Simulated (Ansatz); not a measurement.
# A self-consistent single point of Cs2H4Pt (P4_2/mnm, 14 atoms in the cell) with Ansatz

Method of the run: LDA (PW92), default PAW files made with PBE (plane waves; Ansatz, a quantum-chemistry and plane-wave program).

The input file:

Ansatz 0.2 input:
```yaml
# Cs2H4Pt
crystal:
  lattice:
    - [6.190760, 0.000000, 0.000000]
    - [0.000000, 6.190760, 0.000000]
    - [0.000000, 0.000000, 8.851990]
  atoms:
    - { symbol: Cs, position: [0.000000, 0.500000, 0.250000] }
    - { symbol: Cs, position: [0.000000, 0.500000, 0.750000] }
    - { symbol: Cs, position: [0.500000, 0.000000, 0.250000] }
    - { symbol: Cs, position: [0.500000, 0.000000, 0.750000] }
    - { symbol: H, position: [0.500000, 0.500000, 0.313500] }
    - { symbol: H, position: [0.500000, 0.500000, 0.686500] }
    - { symbol: H, position: [0.000000, 0.000000, 0.813500] }
    - { symbol: H, position: [0.000000, 0.000000, 0.186500] }
    - { symbol: H, position: [0.311370, 0.688630, 0.500000] }
    - { symbol: H, position: [0.688630, 0.311370, 0.500000] }
    - { symbol: H, position: [0.811370, 0.811370, 0.000000] }
    - { symbol: H, position: [0.188630, 0.188630, 0.000000] }
    - { symbol: Pt, position: [0.500000, 0.500000, 0.500000] }
    - { symbol: Pt, position: [0.000000, 0.000000, 0.000000] }
kpoints:
  mp_grid: { grid: [6, 6, 4] }
hamiltonian:
  xc: lda
  pseudopotentials: { kind: paw }
scf:
  occupations: { method: fixed }
output:
  forces: true
  eigenvalues: true
  stress: true
```

Output (repeated stretches shortened):

```
WARN basis.ecutwfc = 420 eV, the default
WARN ansatz: RAYON_NUM_THREADS=1 ignored (pool sized by the plan → 1); use --threads N
Pseudopotentials: kind: paw
Pseudopotential: Cs, paw, valence charge 9
Pseudopotential: H, paw, valence charge 1
Pseudopotential: Pt, paw, valence charge 18
Crystal: 14 atoms, lattice volume = 339.257 Å³
Basis set: ecut = 420 eV, 6633 PW (Γ)
Bands: 54, of which v1, the nominal top of the filled ones, is band 40 counted from 1 (39 counted from 0)
Symmetry: 16 space group operations
Space group: P42/mnm (ITA 136), of the structure as read, at distance tolerance 7.0e-5 Å
k-points: 30 of 144
PAW frozen core: Cs, regenerated for the run's functional, and the local potential with it
PAW frozen core: Pt, regenerated for the run's functional, and the local potential with it
Initial density: superposition of atomic densities (neutral atoms: chi_scale 0, normalization atom), corrected by the library's trained network
Initial wavefunctions: pseudopotential atomic-orbital guess
Eigensolver: davidson
Functional: x = slater, c = lda
SCF iter   1: F=—  HF=-46640.217376 eV  |F-HF|=—  |Δ(HF+E_count)|=         —  Δρ=7.78e-3  dr2=1.52e-1  ethr=1.77e-3  ⟨swp⟩=5.1  Hψ=5482  notcnv=0  defer=331
all-band conjugate gradients solve this SCF's bands
preconditioner: auto → Resta (q_TF=auto, 2.144 Å⁻¹)
SCF iter   2: F=—  HF=-46640.174323 eV  |F-HF|=—  |Δ(HF+E_count)|=   4.31e-2  Δρ=3.44e-3  dr2=3.64e-2  ethr=1.90e-4  ⟨swp⟩=2.0  Hψ=2169  notcnv=0  defer=344
SCF iter   3: F=—  HF=-46640.163457 eV  |F-HF|=—  |Δ(HF+E_count)|=   1.09e-2  Δρ=1.13e-3  dr2=6.47e-3  ethr=4.56e-5  ⟨swp⟩=2.1  Hψ=2351  notcnv=0  defer=357
SCF iter   4: F=—  HF=-46640.162304 eV  |F-HF|=—  |Δ(HF+E_count)|=   1.15e-3  Δρ=3.37e-4  dr2=5.10e-4  ethr=8.08e-6  ⟨swp⟩=2.0  Hψ=2208  notcnv=0  defer=358
SCF iter   5: F=—  HF=-46640.162469 eV  |F-HF|=—  |Δ(HF+E_count)|=   1.66e-4  Δρ=1.01e-4  dr2=4.69e-5  ethr=6.38e-7  ⟨swp⟩=2.2  Hψ=2087  notcnv=0  defer=348
SCF iter   6: F=—  HF=-46640.162368 eV  |F-HF|=—  |Δ(HF+E_count)|=   1.01e-4  Δρ=3.37e-5  dr2=7.50e-6  ethr=5.86e-8  ⟨swp⟩=2.0  Hψ=2459  notcnv=0  defer=293
SCF iter   7: F=—  HF=-46640.162377 eV  |F-HF|=—  |Δ(HF+E_count)|=   8.55e-6  Δρ=7.39e-6  dr2=3.12e-7  ethr=9.38e-9  ⟨swp⟩=2.0  Hψ=2127  notcnv=0  defer=295
SCF iter   8: F=-46640.162377 eV  HF=-46640.162377 eV  |F-HF|=5.05e-9  |Δ(HF+E_count)|=   4.39e-7  Δρ=3.00e-6  dr2=3.07e-8  ethr=1.25e-10  ⟨swp⟩=18.8  Hψ=11565  notcnv=0
SCF 1 converged in 8 iterations: F = -46640.162377 eV  dr2 = 3.07e-8
SCF converged after 8 iterations
Free energy (F): -46640.162377 eV
Harris-Foulkes:  -46640.162377 eV  (|F-HF|=5.05e-9)
Internal energy: -46640.162377 eV  (E = F + TS)
E sigma→0 (E₀):  -46640.162377 eV
Fermi energy:    2.816545 eV
--- Per-component energies (eV) ---
  E_band       = -1142.347437
  E_kinetic    = 1953.725427
  E_local      = -8563.140053  (includes V_loc(G=0)·N_el)
  E_nonlocal   = 551.130213
  E_hartree    = 3404.365218
  E_xc         = -1283.146616
  E_vxc        = -1204.767438  (∫ρ·V_xc dr)
  E_paw        = -37970.257949  (= ΣΔE_a)
  E_vpaw       = -688.015634  (= ΣTr[D̂ρ^β])
  E_aug_tail   = -0.008986  (compensation charges beyond the density's cutoff)
  E_ewald      = -4734.839596
  E_core_change = 2.009964  (= ΣΔE_core)
  E_smearing   = -0.000000  (= −TS)
  E_closure    = 0.000000  (closes the sum)
  Σ components = -46640.162377   (vs F -46640.162377, Δ=0.00e0)
--- Forces (eV/Å), atoms counted from 1 ---
  atom   1  Cs     0.00000000     0.00000000     0.00000000
  atom   2  Cs     0.00000000     0.00000000     0.00000000
  atom   3  Cs    -0.00000000    -0.00000000     0.00000000
  atom   4  Cs    -0.00000000    -0.00000000     0.00000000
  atom   5  H      0.00000000    -0.00000000     0.01812916
  atom   6  H     -0.00000000     0.00000000    -0.01812916
  atom   7  H      0.00000000     0.00000000     0.01812916
  atom   8  H      0.00000000     0.00000000    -0.01812916
  atom   9  H      0.01158970    -0.01158970     0.00000000
  atom  10  H     -0.01158970     0.01158970     0.00000000
  atom  11  H      0.01158970     0.01158970     0.00000000
  atom  12  H     -0.01158970    -0.01158970     0.00000000
  atom  13  Pt     0.00000000     0.00000000     0.00000000
  atom  14  Pt     0.00000000    -0.00000000     0.00000000
  max |Σ_I F_I| component: 3.47e-18 eV/Å
--- Stress (GPa, compression-positive) ---
       -1.553906       0.000000       0.000000
        0.000000      -1.553906       0.000000
        0.000000       0.000000      -1.555131
  P = ⅓ Tr σ = -1.5543 GPa (-15.543 kbar)
  The stress holds the Pulay correction. Without it, at fixed plane waves, as pw.x and ABINIT print it: P = -1.5991 GPa
--- Band table (eV; the first three rows and the last of 30) ---
  k-point 0: bands = ["-93.3215", "-93.3215", "-47.6408", "-47.6408", "-47.6349", "-47.6349", "-47.0786", "-47.0786", "-17.5554", "-17.5197", "-17.4783", "-17.4467", "-4.8668", "-4.6106", "-4.6106", "-4.5148", "-4.5148", "-4.5111", "-4.1369", [...]
  k-point 1: bands = ["-93.3215", "-93.3215", "-47.6408", "-47.6408", "-47.6349", "-47.6349", "-47.0786", "-47.0786", "-17.5502", "-17.5249", "-17.4737", "-17.4513", "-4.7768", "-4.5989", "-4.5989", "-4.5271", "-4.5271", "-4.4433", "-4.2667", [...]
  k-point 2: bands = ["-93.3215", "-93.3215", "-47.6408", "-47.6408", "-47.6349", "-47.6349", "-47.0786", "-47.0786", "-17.5376", "-17.5376", "-17.4626", "-17.4626", "-4.5803", "-4.5803", "-4.5463", "-4.5463", "-4.5405", "-4.5405", "-4.2729", [...]
  k-point 29: bands = ["-93.3215", "-93.3215", "-47.6408", "-47.6408", "-47.6349", "-47.6349", "-47.0786", "-47.0786", "-17.4990", "-17.4990", "-17.4985", "-17.4985", "-4.8758", "-4.8758", "-4.7068", "-4.7068", "-4.3800", "-4.3800", "-4.3428", [...]
```

The run converged in 8 iterations.

The starting cell comes from a database of computed structures (which also holds hypothetical and non-ambient phases and stackings), without a prior relaxation at this level. Spin-orbit coupling is off. Ansatz's pressure includes its estimate of the finite-basis (Pulay) stress.

Cost on one core of a shared machine: roughly 40 s.
